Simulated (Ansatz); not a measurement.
The reference is Mg in the hcp (Mg type) structure (space group P6_3/mmc, No. 194; a = 3.175 Å, c = 5.163 Å; relaxed with 0.1 eV smearing). Axes: x lies along a and z along c of the hexagonal cell.

The values are results of PBEsol (Ansatz, a program for electronic structure; PAW; 420 eV plane waves; scalar-relativistic without spin-orbit coupling), not measurements.

Before the change:

The shortest interatomic distance is 3.166 Å.

Now apply this change: the cell is compressed by 0.50 % along z with no lateral relaxation; the atoms relax in the strained cell.

Problem. What happens to the stress?

Solution. The stress (xx, yy, zz, yz, xz, xy; compression positive) amounts to (0.1, 0.1, 0.4, 0.0, 0.0, 0.0) GPa.

Problem. What does the calculation give for the shortest interatomic distance after the change?

Solution. The shortest interatomic distance shrinks by 0.0105 Å to 3.156 Å.

Stability against distortions was not tested.
